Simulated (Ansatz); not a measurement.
Ansatz (a first-principles code) run on BN (F-43m, 2 atoms in the cell): self-consistent single point.

Level of theory: PBE, harder PAW files (source: ansatz) (plane waves; Ansatz).

```xyz
2
Lattice="0.0000 1.8315 1.8315 1.8315 0.0000 1.8315 1.8315 1.8315 0.0000" Properties=species:S:1:pos:R:3 pbc="T T T"
B      0.0000     0.0000     0.0000
N      2.7472     2.7472     2.7472
```

Reference input (self-consistent single point, DFT, PBE, plane waves, harder PAW files (source: ansatz)): basis.ecutwfc = 63.9 Ry; kpoints.mp_grid.grid = 15 15 15; hamiltonian.xc = pbe; hamiltonian.pseudopotentials = {kind: paw, source: ansatz}; scf.occupations.method = fixed. This run's input differs from it in these lines:

Ansatz 0.2 input:
```diff
@@ -11,3 +11,3 @@
 kpoints:
-  mp_grid: { grid: [15, 15, 15] }
+  mp_grid: { grid: [12, 12, 12] }
 hamiltonian:
```

Log, with long lists cut:

```
SCF iter   1: F=—  HF=-542.826755 eV  |F-HF|=—  |Δ(HF+E_count)|=         —  Δρ=1.44e-1  dr2=2.04e0  ethr=3.10e-3  ⟨swp⟩=4.3  Hψ=3710  notcnv=0  defer=73
all-band conjugate gradients solve this SCF's bands
preconditioner: auto → none
SCF iter   2: F=—  HF=-542.302660 eV  |F-HF|=—  |Δ(HF+E_count)|=   5.24e-1  Δρ=6.04e-2  dr2=2.51e-1  ethr=3.10e-3  ⟨swp⟩=2.0  Hψ=1671  notcnv=0  defer=53
SCF iter   3: F=—  HF=-542.253680 eV  |F-HF|=—  |Δ(HF+E_count)|=   4.90e-2  Δρ=2.27e-2  dr2=3.98e-2  ethr=3.10e-3  ⟨swp⟩=3.0  Hψ=954  notcnv=0  defer=120
SCF iter   4: F=—  HF=-542.251192 eV  |F-HF|=—  |Δ(HF+E_count)|=   2.49e-3  Δρ=2.89e-3  dr2=3.67e-4  ethr=4.98e-4  ⟨swp⟩=3.0  Hψ=1019  notcnv=0  defer=133
SCF iter   5: F=—  HF=-542.251370 eV  |F-HF|=—  |Δ(HF+E_count)|=   1.78e-4  Δρ=2.87e-4  dr2=5.38e-6  ethr=4.59e-6  ⟨swp⟩=3.0  Hψ=1015  notcnv=0  defer=135
SCF iter   6: F=—  HF=-542.251371 eV  |F-HF|=—  |Δ(HF+E_count)|=   1.32e-6  Δρ=2.15e-5  dr2=1.14e-8  ethr=1.25e-9  ⟨swp⟩=5.1  Hψ=3690  notcnv=0
SCF iter   7: F=-542.251371 eV  HF=-542.251371 eV  |F-HF|=1.82e-10  |Δ(HF+E_count)|=   2.45e-8  Δρ=2.06e-6  dr2=3.77e-10  ethr=1.42e-10  ⟨swp⟩=2.0  Hψ=1935  notcnv=0
SCF 1 converged in 7 iterations: F = -542.251371 eV  dr2 = 3.77e-10
Free energy (F): -542.251371 eV
Internal energy: -542.251371 eV  (E = F + TS)
E sigma→0 (E₀):  -542.251371 eV
Fermi energy:    10.537727 eV
--- Forces (eV/Å), atoms counted from 1 ---
  atom   1  B     -0.00000000     0.00000000     0.00000000
  atom   2  N      0.00000000     0.00000000     0.00000000
--- Stress (GPa, compression-positive) ---
      -11.036888       0.000000      -0.000000
        0.000000     -11.036888       0.000000
       -0.000000       0.000000     -11.036888
  P = ⅓ Tr σ = -11.0369 GPa (-110.369 kbar)
  The stress holds the Pulay correction. Without it, at fixed plane waves, as pw.x and ABINIT print it: P = -11.0743 GPa
```

The run converged in 7 iterations. Against the reference run the free energy is nearly the same (within 1 meV/atom), the pressure stays at -11.04 GPa and the gap on the mesh goes from 4.477 to 4.424 eV.

The starting cell comes from a database of computed structures (which also holds hypothetical and non-ambient phases and stackings), without a prior relaxation at this level. Its lattice was rescaled by a random factor within 2.5 % of one. With a pressure of about -11 GPa the cell is away from its equilibrium volume at this level. Ansatz's pressure includes its estimate of the finite-basis (Pulay) stress. The cutoff lies below the one recommended for these files.
